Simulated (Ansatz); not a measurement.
The parent structure is BN in the zinc blende structure (space group F-43m, No. 216; a = 3.610 Å). Axes: x, y, z lie along the cube axes.

It is then changed as follows: biaxial strain −2.72 %, plane normal [110], relaxed out of plane (Cartesian); in-plane vectors clamped, the third vector and the atoms free.

Calculations: r2SCAN (Ansatz, an electronic-structure program; PAW; 500 eV plane waves; no SOC).

Problem. Give the band edges at the high-symmetry points of the new zone, measured from its valence-band maximum.

Solution. 
```
point  valence edge (eV)  conduction edge (eV)
-----  -----------------  --------------------
Γ                   0.00                  9.33
X                  -5.27                  4.67
F₂                 -5.02                  6.92
Σ₀                 -5.02                  6.92
Y₀                 -4.53                  7.48
U₀                 -4.53                  7.48
R                  -2.23                 10.73
W                  -7.16                 10.70
S                  -1.93                 11.72
T                  -5.36                  5.08
```

The gap is 4.67 eV, indirect, Γ → X.

No phonon test of stability was made. Labels are those of the standard path for the cell's own space group.
